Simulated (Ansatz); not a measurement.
HfTe₂ in the rutile structure (space group P4_2/mnm, No. 136; a hypothetical phase, not in the database extracts checked)

```cif
data_Hf2Te4
_chemical_formula_sum 'Hf2 Te4'
_space_group_name_H-M_alt 'P 1'
_space_group_IT_number 1
_cell_length_a 6.90846
_cell_length_b 6.90846
_cell_length_c 3.92092
_cell_angle_alpha 90.000
_cell_angle_beta 90.000
_cell_angle_gamma 90.000
loop_
_space_group_symop_operation_xyz
  'x, y, z'
loop_
_atom_site_label
_atom_site_type_symbol
_atom_site_fract_x
_atom_site_fract_y
_atom_site_fract_z
_atom_site_occupancy
Hf1 Hf 0.00000 0.00000 0.00000 1
Hf2 Hf 0.50000 0.50000 0.50000 1
Te1 Te 0.29593 0.29593 0.00000 1
Te2 Te 0.79593 0.20407 0.50000 1
Te3 Te 0.20407 0.79593 0.50000 1
Te4 Te 0.70407 0.70407 0.00000 1
```

Method: DFT with PBEsol, PAW potentials and a 420 eV plane-wave cutoff in Ansatz (a first-principles code), spin-orbit coupling left out. Γ-centred 7×7×12 mesh, Fermi–Dirac width 0.05 eV.

```yaml
volume_per_atom: 31.19 Å³
density: 7.70 g/cm³
band_gap: zero
total_energy: -9800.995 eV/atom (σ→0; compares only within this code and set-up)
```

Spin-orbit coupling, missing from the scalar runs, can matter with Hf and Te. Whether these cells are dynamically stable was not tested. The final runs are not spin-polarised. The zero or small gap of HfTe2 can change with the level of theory.
